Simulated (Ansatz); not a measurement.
**A series of runs on WSe₂ (Pnnm, 6 atoms in the cell)**

```
CELL_PARAMETERS angstrom
      5.22271     0.00000     0.00000
      0.00000     6.37428     0.00000
      0.00000     0.00000     3.97925
ATOMIC_POSITIONS crystal
  W  0.00000 0.00000 0.00000
  W  0.50000 0.50000 0.50000
  Se 0.20040 0.37870 0.00000
  Se 0.70040 0.12130 0.50000
  Se 0.29960 0.87870 0.50000
  Se 0.79960 0.62130 0.00000
```

Base run A: PBE (Ansatz, a quantum-chemistry and plane-wave program), self-consistent single point.

Its settings: basis.ecutwfc = 420 eV; kpoints.mp_grid.grid = 4 3 4; hamiltonian.xc = pbe; hamiltonian.pseudopotentials = {kind: paw}, with the files named one by one; scf.occupations.method = gaussian; scf.occupations.width = 0.136 eV.

The starting cell was generated: these elements placed on a structure prototype, without a prior relaxation; it need not be a known phase or ordering of this composition. Spin polarisation is off. In the base run, with a pressure of about -8 GPa the cell is away from its equilibrium volume at this level. In the base run, forces exceed 1 eV/Å. Ansatz's pressure includes its estimate of the finite-basis (Pulay) stress. Without a gap this mesh is coarse (it stands for a supercell whose shortest vector is 16 Å).

A dash stands where there is no value to compare (another energy zero or no entropy term, no result, no spin, no clean gap, or a mesh too coarse for one). 

Run A gave: pressure (GPa) -8.17; largest force (eV/Å) 1.468.

Runs:
- B: hamiltonian.dispersion: default → d3bj [PBE-D3BJ]
- C: hamiltonian.dispersion: default → d3bjatm [PBE-D3BJ-ATM]
- D: hamiltonian.xc: pbe → pbesol; hamiltonian.pseudopotentials: {kind: paw}, with the files named one by one → {kind: paw} (the program's default PAW files); hamiltonian.dispersion: default → d3bjatm [PBEsol-D3BJ-ATM]
- E: hamiltonian.dispersion: default → d4 [PBE-D4]

### Question
What does run E change against A?

### Answer
The pressure goes from -8.17 to -11.54 GPa and the largest force hardly changes (1.468 to 1.464 eV/Å).

### Question
What does run D change against A?

### Answer
The pressure goes from -8.17 to -15.21 GPa and the largest force hardly changes (1.468 to 1.473 eV/Å).

```tsv
run	pressure (GPa)	largest force (eV/Å)	dispersion energy (eV/atom)
A	-8.17	1.468	–
B	-11.77	1.470	-0.485
C	-11.27	1.471	-0.451
D	-15.21	1.473	-0.419
E	-11.54	1.464	-0.494
```

Keys are those of Ansatz 0.2.
